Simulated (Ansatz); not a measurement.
**Band gap of Zn4Te3S (model structure, P-4m2, No. 115, 8 atoms in the cell) at several levels of theory**

No measured value is used here.

| level (code) | value (eV) | cell (Å³/atom) |
|---|---|---|
| LDA (Ansatz) | 1.07 | 24.66 |
| PBE+SOC (Ansatz) | ___ | 25.54 |
| PBEsol+SOC (Ansatz) | 0.81 (direct) | 25.54 |
| r²SCAN+SOC (Ansatz) | 1.41 (direct) | 25.54 |
| HSE06 (Ansatz) | 2.12 | 25.54 |

### Question
Some entries are withheld; supply them.

### Answer

- PBE+SOC (Ansatz, a first-principles code), value (eV): 0.91 (direct)

Computed values are for a static lattice. Levels without +SOC have no spin–orbit coupling; where heavier elements are present it shifts gaps, mostly down, and can invert bands.  Values are at the PBEsol cell; LDA at the level's own relaxed cell. Cutoffs and k meshes differ between the levels. Ansatz's density-functional and Hartree–Fock values are scalar-relativistic unless marked +SOC, with PAW data made under PBE.

A model structure was made by putting elements into a prototype or built by hand; it is no filed structure, need not be a known phase, and can be a saddle point held by its symmetry.
